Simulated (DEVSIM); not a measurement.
Device: Si p+/n-/n+ power diode, at 300 K.

```csv
layer (left to right),material,thickness (μm),Nd (cm⁻³),Na (cm⁻³),τn (s),τp (s)
1,Si,4.70,-,2.2e18,0.00014,0.00014
2,Si,60.0,1.8e14,-,0.00014,0.00014
3,Si,5.10,1.7e18,-,0.00014,0.00014
```

Left contact: ohmic. Right contact: ohmic. Voltage is applied to the left contact. Recombination: SRH at mid-gap, Auger. Gap narrowing is on: ΔEg = 6.92 meV × (l + √(l² + 0.5)), l = ln(N/1.3e17 cm⁻³), shared equally by both band edges. Mobility is constant in doping.

The device is made up for the run: typed textbook-type constants, with dimensions and the other settings drawn at random. Values at 300 K.

```tsv
parameter	Si
gap (eV)	1.124
affinity (eV)	4.05
permittivity	11.7
Nc (cm⁻³)	2.86e19
Nv (cm⁻³)	3.1e19
μn (cm²/Vs)	1417
μp (cm²/Vs)	470
Cn (cm⁶/s)	2.8e-31
Cp (cm⁶/s)	9.9e-32
```

Model (solved in DEVSIM): 1D drift-diffusion, Boltzmann statistics, complete ionisation; no tunnelling, impact ionisation, image-force lowering or self-heating.

Problem. Give the dark forward current.

Solution. 
```
V (V)  J (A/cm²)
-----  ---------
0.05     3.3e-10
0.10      1.4e-9
0.15      5.9e-9
0.20      2.9e-8
0.25      1.6e-7
0.30      1.0e-6
0.35      6.6e-6
0.40      4.4e-5
0.45     0.00028
0.50      0.0015
0.60       0.052
0.65        0.33
0.70         2.0
0.75          10
0.80          44
0.85         140
0.90         350
0.95         720
1.00        1300
1.05        2100
```
